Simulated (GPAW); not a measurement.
**Energy against c/a at fixed volume: hcp Ru (space group 194) (GPAW, PBEsol)**

```yaml
crystal:
  lattice:
    - [2.72596, 0.00000, 0.00000]
    - [-1.36298, 2.36075, 0.00000]
    - [0.00000, 0.00000, 4.13300]
  atoms:
    - { symbol: Ru, position: [0.66667, 0.33333, 0.75000] }
    - { symbol: Ru, position: [0.33333, 0.66667, 0.25000] }
```

Computed with PBEsol, GPAW PAW datasets PBEsol (made by gpaw-setup) (plane waves; GPAW). Settings: mode = pw; ecut = 585 eV; xc = PBEsol; kpts = 28 28 16; mesh shift (steps) = 0 0 0; occupations.name = fermi-dirac; occupations.width = 0.05 eV; nbands = -10; convergence.density = 1e-06 e/electron; convergence.energy = 1e-06 eV/electron; symmetry.symmorphic = false; symmetry.tolerance = 0.0005; maxiter = 100. The cell above is the first row's. The rows change c/a at fixed volume. In all rows fractional positions and the k mesh are held. E is the free energy at the stated smearing, counted from the lowest row.

```
c/a     E (meV/atom)
------  ------------
1.5162             ?
1.5320         12.21
1.5477          5.33
1.5635          1.27
1.5793          0.00
1.5951          1.48
1.6109          5.65
1.6267         12.43
1.6425         21.74
```

**Question.** Using a cubic, estimate the missing E at c/a = 1.5162 from the other rows, showing the fit.

**Answer.** With u = c/a - 1.59, the rows have u = -0.05800, -0.04230, -0.02650, -0.01070, 0.00510, 0.02090, 0.03670, 0.05250. Least squares gives E = 0.713 + 124.38·u + 5404.5·u² - 2728·u³. Residuals (row less fit): -0.002, 0.002, 0.007, -0.004, -0.008, 0.002, 0.008, -0.004; standard error 0.007 (degrees of freedom: 4). The fitted curve has its minimum at c/a = 1.58, where E = 0.00. To one more digit the minimum is at c/a = 1.579; the ideal close-packed ratio is 1.633. At the withheld row, u = -0.07380, so E = 0.713 + 124.38 × (-0.07380) + 5404.5 × (-0.07380)² - 2728 × (-0.07380)³ = 22.066 meV/atom. The calculation gives 21.96 meV/atom, 0.106 meV/atom below the prediction (0.5 % of the range of E in the table). The row lies outside the fitted rows, so this is an extrapolation. From the scatter of the fitted rows alone, a prediction at this place has a standard error of 0.019 meV/atom, so the miss is 5.5 times that.

Carrying the step between the two nearest rows on in a straight line would have given 19.13, off by 2.83; series whose last step already gives the withheld value aren't shown. The reference cell has the volume at which an earlier scan in this program and functional put its minimum by a fit; axis ratios and inner coordinates come from a measured-size cell. The runs keep the symmetry of the cell, so they don't test it for distortions. The best c/a moves a little with volume. Spin polarisation is off. In metals such curves are sensitive to mesh and smearing. Cutoffs and mesh are single choices, not tested for convergence of this quantity. Series with a scatter that would blur these digits, or in which a gap closes, are not shown. Strain series were run only where this level's volume lies within 10 % of a first guess from the measured size.

Terms beyond the fitted order, or numerical noise in single rows, can give a miss of this size; the table doesn't tell which.
